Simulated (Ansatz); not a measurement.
HfO2, pressure series

The reference is HfO2 in the fluorite structure (space group Fm-3m, No. 225; a = 5.098 Å).

Cell and atoms are relaxed at each pressure.

Level of theory: Kohn–Sham DFT with the PBE functional, run in Ansatz (a program for electronic structure) with PAW and 420 eV plane waves, no SOC, earlier PAW set.

```tsv
pressure (GPa)	band gap (eV)
-2	3.73
-1	3.74
0	3.75
1.8	?
4.2	3.79
9	3.83
18	3.90
```

Problem. Fit E_g = E₀ + αP + βP² to the rows shown and predict the withheld row.

Solution. Least squares on the printed values gives E₀ = 3.75 eV, α = 9.65 meV/GPa, β = -0.073 meV/GPa² (largest residual 0.00 eV); this predicts 3.77 eV, and the run gives 3.76 eV, in agreement.

With Hf present, leaving out spin-orbit coupling can change the band edges. Load acts through the strain it causes; cell and atoms are relaxed under it. Whether these cells are dynamically stable was not tested. No other phases were tried under pressure. This is not the structure that HfO2 has at room temperature and ambient pressure.
